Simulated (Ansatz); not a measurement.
Abridged Ansatz (a first-principles code) output:

```
Relaxation: its limit of steps is 50 (relax.max_steps)
Pseudopotential: Cd, paw, valence charge 20
Pseudopotential: I, paw, valence charge 17
Crystal: 3 atoms, lattice volume = 98.551 Å³
Basis set: ecut = 420 eV, 1907 PW (Γ), exchange–correlation on 60×60×90 points (8 copies of the dense FFT grid, shifted against one another)
Bands: 33, of which v1, the nominal top of the filled ones, is band 27 counted from 1 (26 counted from 0)
Symmetry: 12 space group operations
k-points: 50 of 405
Functional: x = pbe(κ = 0.804, μ = 0.2195149727645171), c = pbe(β = 0.06672455060314922)
SCF iter   1: F=—  HF=-23282.919565 eV  |F-HF|=—  |Δ(HF+E_count)|=         —  Δρ=6.11e-4  dr2=2.62e-4  ethr=1.77e-3  ⟨swp⟩=7.6  Hψ=7630  notcnv=0  defer=22
SCF iter   2: F=—  HF=-23282.919853 eV  |F-HF|=—  |Δ(HF+E_count)|=   2.89e-4  Δρ=4.22e-4  dr2=3.41e-4  ethr=4.86e-7  ⟨swp⟩=3.0  Hψ=3803  notcnv=0  defer=37
SCF 1 converged in 9 iterations: F = -23282.919986 eV  dr2 = 1.81e-10
relax step   1: F+E_penalty+E_count = -23282.91998573 eV  Δ(F+E_penalty+E_count) = +0.000e0 eV  max|allowed force component| = 4.528e-1 eV/Å  Δτ_max = 0.0000 Å  (9 SCF iters, accepted)
Crystal: 3 atoms, lattice volume = 98.551 Å³
SCF iter   1: F=—  HF=-23282.937281 eV  |F-HF|=—  |Δ(HF+E_count)|=         —  Δρ=8.90e-3  dr2=1.32e-1  ethr=1.94e-4  ⟨swp⟩=1.2  Hψ=7500  notcnv=0  defer=53
SCF iter   2: F=—  HF=-23282.904151 eV  |F-HF|=—  |Δ(HF+E_count)|=   3.31e-2  Δρ=3.01e-3  dr2=9.18e-3  ethr=8.28e-5  ⟨swp⟩=3.0  Hψ=3207  notcnv=0  defer=53
SCF 2 converged in 10 iterations: F = -23282.902826 eV  dr2 = 7.09e-11
relax step   2: F+E_penalty+E_count = -23282.90282579 eV  Δ(F+E_penalty+E_count) = +1.716e-2 eV  max|allowed force component| = 5.436e-1 eV/Å  Δτ_max = 0.1513 Å  (10 SCF iters, rejected (line search))
Crystal: 3 atoms, lattice volume = 98.551 Å³
SCF iter   1: F=—  HF=-23282.956881 eV  |F-HF|=—  |Δ(HF+E_count)|=         —  Δρ=4.07e-3  dr2=3.36e-2  ethr=6.44e-4  ⟨swp⟩=4.6  Hψ=4359  notcnv=0  defer=58
SCF iter   2: F=—  HF=-23282.949726 eV  |F-HF|=—  |Δ(HF+E_count)|=   7.16e-3  Δρ=1.72e-3  dr2=2.35e-3  ethr=6.22e-5  ⟨swp⟩=3.4  Hψ=3445  notcnv=0  defer=59
SCF 3 converged in 9 iterations: F = -23282.949252 eV  dr2 = 1.61e-10
relax step   3: F+E_penalty+E_count = -23282.94925158 eV  Δ(F+E_penalty+E_count) = -2.927e-2 eV  max|allowed force component| = 4.978e-2 eV/Å  Δτ_max = 0.0737 Å  (9 SCF iters, accepted)
Crystal: 3 atoms, lattice volume = 98.551 Å³
SCF iter   1: F=—  HF=-23282.949701 eV  |F-HF|=—  |Δ(HF+E_count)|=         —  Δρ=3.90e-4  dr2=2.63e-4  ethr=5.27e-6  ⟨swp⟩=3.2  Hψ=3470  notcnv=0  defer=60
SCF iter   2: F=—  HF=-23282.949631 eV  |F-HF|=—  |Δ(HF+E_count)|=   7.03e-5  Δρ=1.55e-4  dr2=2.38e-5  ethr=4.87e-7  ⟨swp⟩=2.4  Hψ=3158  notcnv=0  defer=60
SCF 4 converged in 7 iterations: F = -23282.949627 eV  dr2 = 7.80e-11
relax step   4: F+E_penalty+E_count = -23282.94962653 eV  Δ(F+E_penalty+E_count) = -3.750e-4 eV  max|allowed force component| = 2.659e-3 eV/Å  Δτ_max = 0.0071 Å  (7 SCF iters, accepted)
SCF converged after 7 iterations
Free energy (F): -23282.949627 eV
Internal energy: -23282.949627 eV  (E = F + TS)
E sigma→0 (E₀):  -23282.949627 eV
Fermi energy:    8.611141 eV
  E_disp       = -1.087532  (pairwise vdW)
--- Forces (eV/Å), atoms counted from 1 ---
  atom   1  Cd    -0.00000000     0.00000000     0.00000000
  atom   2  I      0.00000000     0.00000000    -0.00265914
  atom   3  I      0.00000000    -0.00000000     0.00265914
--- Stress (GPa, compression-positive) ---
        2.023307      -0.000000       0.000000
       -0.000000       2.023307       0.000000
       -0.000000       0.000000       1.415395
  P = ⅓ Tr σ = 1.8207 GPa (18.207 kbar)
--- Relaxed structure (4 steps of the walk, 3 accepted, 0 SCFs on fresh bases) ---
  atoms:
    - { symbol: Cd, position: [5.6882675084359e-35, -7.766392987906736e-35, 0.0] }
    - { symbol: I, position: [0.3333333333333333, 0.6666666666666666, 0.263607406082123] }
    - { symbol: I, position: [0.6666666666666666, 0.3333333333333333, 0.7363925939178769] }
```

Q: What was computed, and what are the main results?

A: CdI2, 3 atoms in the cell, with PBE-D3(BJ) (Ansatz), no spin-orbit coupling. The last SCF converged to F = -23282.949627 eV, or -7760.9832 eV per atom, at a pressure of 1.82 GPa. The total energy compares only with runs of the same code, potentials and settings.

Spin-orbit coupling, missing from the scalar runs, can matter with I. The cells carry an imposed strain or load. Whether these cells are dynamically stable was not tested. The cell was made from CdI2 in the CdI2 type structure (space group P-3m1, No. 164; layered, stacked along the Cartesian z axis) by this change: isotropic strain −2.50 %.

Keys are those of Ansatz 0.2.
